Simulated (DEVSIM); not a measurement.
Structure: Si n-i-p diode, at 300 K.

```csv
layer (left to right),material,thickness (μm),Nd (cm⁻³),Na (cm⁻³),τn (s),τp (s)
1,Si,0.210,1.2e17,-,0.00019,0.00019
2,Si,2.10,-,2.9e13,0.00019,0.00019
3,Si,3.20,-,1.9e18,0.00019,0.00019
```

Left contact: ohmic. Right contact: ohmic. Voltage is applied to the left contact. Recombination: SRH at mid-gap. Gap narrowing is on: ΔEg = 6.92 meV × (l + √(l² + 0.5)), l = ln(N/1.3e17 cm⁻³), shared equally by both band edges. Mobility is μmin + (μ − μmin)/(1 + (N/Nref)^α).

This is a model device: material constants are rounded textbook-type values typed into the input, and sizes, dopings and lifetimes were drawn at random. Values at 300 K.

| parameter | Si |
|---|---|
| gap (eV) | 1.124 |
| affinity (eV) | 4.05 |
| permittivity | 11.7 |
| Nc (cm⁻³) | 2.86e19 |
| Nv (cm⁻³) | 3.1e19 |
| μn (cm²/Vs) | 1417 |
| μp (cm²/Vs) | 470 |
| μn,min | 52 |
| μp,min | 45 |
| Nref,n | 9.7e16 |
| Nref,p | 2.2e17 |
| αn | 0.68 |
| αp | 0.72 |

DEVSIM, 1D drift-diffusion, Boltzmann statistics, complete ionisation; no tunnelling, impact ionisation, image-force lowering or self-heating.

**Question.** Give the small-signal capacitance in reverse bias (quasi-static).

**Answer.** 
```
V (V)  C (nF/cm²)
-----  ----------
0.4          5.34
1            5.15
2            5.03
3            4.98
4            4.95
6            4.91
8            4.89
10           4.87
13           4.85
16           4.83
20           4.80
```
